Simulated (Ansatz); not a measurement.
# Mo2Ge (model structure, started from the Cu2Sb type, P4/nmm, No. 129, 6 atoms in the cell)

All values below come from PBE (plane waves, PAW; Ansatz, a first-principles code).

Run with plane-wave cutoff 500 eV, 10×10×6 k mesh (along the axes of the cell as run), Fermi–Dirac smearing 0.05 eV, no spin polarisation, scalar-relativistic PAW data made under PBE.

Cell (relaxed at this level):

```
CELL_PARAMETERS angstrom
      3.70647     0.00000     0.00000
      0.00000     3.70647     0.00000
      0.00000     0.00000     6.92562
ATOMIC_POSITIONS crystal
  Mo 0.00000 0.00000 0.00000
  Mo 0.50000 0.50000 0.00000
  Mo 0.50000 0.00000 0.33223
  Mo 0.00000 0.50000 0.66777
  Ge 0.50000 0.00000 0.70777
  Ge 0.00000 0.50000 0.29223
```

For Mo2Ge (model structure, started from the Cu2Sb type, P4/nmm, No. 129, 6 atoms in the cell), the band gap comes out as zero (no gap).

Note: the relaxation could raise the start's symmetry but not lower it, so the cell can be a saddle point.

Spin–orbit coupling is not included.

The computed numbers hold no vibrational or temperature effects.

A model structure was made by putting elements into a prototype or built by hand; it is no filed structure, need not be a known phase, and can be a saddle point held by its symmetry.
